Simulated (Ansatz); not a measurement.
Functionals compared on the (322) surface of bcc Nb in its 1x1 cell, outermost plane spacing 0.40 Å in the ideal cut, in Ansatz (plane waves, PAW). The structure was relaxed with PBE; the other rows are single points on it, each with its references at the same level. Cutoff 420 eV (500 eV for r2SCAN).

Model: 27-atom slab, 10.4 Å thick at the start (thin: gaps and levels are the slab's own), 8x4x1 mesh, Fermi-Dirac 0.1 eV, dipole correction, all atoms relaxed; held to the part of the start's symmetry that mesh and held atoms allow; no spin, no spin-orbit, no U. These notes are the PBE run's.

```csv
functional,surface energy (J/m²),work function of the top face (eV),rough cost of the single point
PBE,2.39,3.79,–
LDA,2.70,4.07,roughly 7 core-minutes
PBEsol,[?],[?],roughly 7 core-minutes
RPBE,2.23,3.64,about 6 core-minutes (a rough figure)
r2SCAN,2.53,3.77,very roughly 12 core-minutes
```

Question: Some entries are withheld; supply them.

Answer: 
- PBEsol, surface energy (J/m²): 2.63
- PBEsol, work function of the top face (eV): 3.88

Ansatz is a quantum-chemistry and plane-wave program.
